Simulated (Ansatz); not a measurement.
Problem. Name crystals whose logarithmic mean phonon energy lies between 28 and 43 meV and whose mean free path at 300 K lies between 7.4 and 11.6 nm, by PBEsol, DFPT electron-phonon coupling, linearised Boltzmann equation in Ansatz (a program for electronic structure).

Solution. Many crystals can fit; among those computed here:
- Sc$_{3}$InN (Pm-3m): 31 meV, 10.8 nm
- YB2 (P6/mmm): 40 meV, 10.1 nm
- WB₂ (P6_3/mmc): 30 meV, 10.8 nm
- NbB$_{2}$ (P6/mmm): 33 meV, 7.7 nm
- Be₅Au (F-43m): 35 meV, 9.3 nm

Metals; harmonic phonons alone scatter; means over directions. The mean free path is weighted by the current that each state carries. Halving the electron mesh moves these values by up to 6 %; q meshes are mostly untested. Some of the runs warned that the eigensolver left states short of its tolerance. Spin-orbit coupling is left out.

Formula and space group known from diffraction (Crystallography Open Database), not checked to be the room-temperature form: Be5Au (F-43m), Sc3InN (Pm-3m), WB2 (P6_3/mmc). The missing spin-orbit coupling matters most for Be5Au (F-43m), WB2 (P6_3/mmc).
